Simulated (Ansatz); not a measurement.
SiO₂ (I-42d, No. 122, 6 atoms in the cell; start mp-546794; a measured phase of this formula has another space group), treated with LDA (PAW; Ansatz, an electronic-structure program).

Numerical settings: plane-wave cutoff 520 eV, 10×10×10 k mesh, Fermi–Dirac smearing 0.01 eV, scalar-relativistic PAW data made under PBE.

Cell (relaxed at this level):

```yaml
crystal:
  lattice:
    - [-2.46382, 2.46382, 3.64192]
    - [2.46382, -2.46382, 3.64192]
    - [2.46382, 2.46382, -3.64192]
  atoms:
    - { symbol: Si, position: [0.00000, 0.00000, 0.00000] }
    - { symbol: Si, position: [0.75000, 0.25000, 0.50000] }
    - { symbol: O, position: [0.37500, 0.22406, 0.34906] }
    - { symbol: O, position: [0.77594, 0.12500, 0.15094] }
    - { symbol: O, position: [0.87500, 0.02594, 0.65094] }
    - { symbol: O, position: [0.97406, 0.62500, 0.84906] }
```

Problem. Predict the band gap and bulk modulus B0.

Solution. 
- band gap = 5.76 eV (on the SCF k mesh)
- bulk modulus B0 = 19.8 GPa

Note: the relaxation could not lower the start's symmetry, so the cell can be a saddle point above a distorted one; the bulk modulus is −V dP/dV from two relaxed cells at ±2 % in volume.

Static lattice: no zero-point or thermal effects.

A start named mp-… is a Materials Project structure, which need not be a measured phase.
